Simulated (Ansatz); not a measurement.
Results of PBE-D3(BJ) in Ansatz (plane waves, PAW) for fluorite PtAl2.

Run with plane-wave cutoff 520 eV, 20×20×20 k mesh, Fermi–Dirac smearing 0.092 eV (set by the program), scalar-relativistic PAW data made under PBE.

Computed at the level's own relaxed cell.

```
Al2Pt
1.0
    0.00000     2.94242     2.94242
    2.94242     0.00000     2.94242
    2.94242     2.94242     0.00000
Al Pt
2 1
Cartesian
  1.47121   1.47121   1.47121
  4.41363   4.41363   4.41363
  0.00000   0.00000   0.00000
```

Give the elastic tensor (Voigt notation, GPa, ions relaxed, in the Cartesian axes of the cell as printed).


```
  183.6   118.1   118.1     0.0     0.0     0.0
  118.1   183.6   118.1     0.0     0.0     0.0
  118.1   118.1   183.6     0.0     0.0     0.0
    0.0     0.0     0.0    45.0     0.0     0.0
    0.0     0.0     0.0     0.0    45.0     0.0
    0.0     0.0     0.0     0.0     0.0    45.0
```

Note: the dispersion coefficients are held fixed in the derivatives.

Spin–orbit coupling is not included.

Ansatz is a quantum-chemistry and plane-wave program.
